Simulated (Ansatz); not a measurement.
The reference is PbF2 in the fluorite structure (space group Fm-3m, No. 225; a = 5.899 Å). Axes: x, y, z lie along the cube axes.

Calculations: PBEsol in Ansatz (plane waves to 420 eV, PAW, spin-orbit coupling left out).

Perturbation: biaxial strain +1.80 %, plane normal [110], relaxed out of plane (Cartesian); in-plane vectors clamped, the third vector and the atoms free.

Q: Predict the new out-of-plane strain and in-plane stress.

A: The out-of-plane strain amounts to -2.00 %; the mean in-plane stress (compression positive) amounts to -1.7 GPa.

A biaxial case was relaxed in a doubled cell and then solved in the primitive one. Whether these cells are dynamically stable was not tested.

Ansatz is a program for electronic structure.
